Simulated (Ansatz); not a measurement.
Relaxation of the outer planes of the (100) surface of fcc Cu in its 1x1 cell, outermost plane spacing 1.82 Å in the ideal cut.

All values below come from PBE (plane waves to 420 eV, PAW; Ansatz, a program for electronic structure).

Slab: 4 atoms, 5.4 Å thick at the start (thin: gaps and levels are the slab's own); k 15x15x1, smearing 0.1 eV, dipole-corrected; all atoms relaxed; start symmetry kept, larger cells not searched; no spin, no spin-orbit, no U.

| plane | atoms | bulk spacing to the next (Å) | relaxed spacing (Å) | change (%) | rumpling (Å) |
|---|---|---|---|---|---|
| 1 | Cu | 1.815 | … | … | 0.00 |

Problem. Fill in the missing entries.

Solution. 
- 1, relaxed spacing (Å): 1.762
- 1, change (%): -2.9
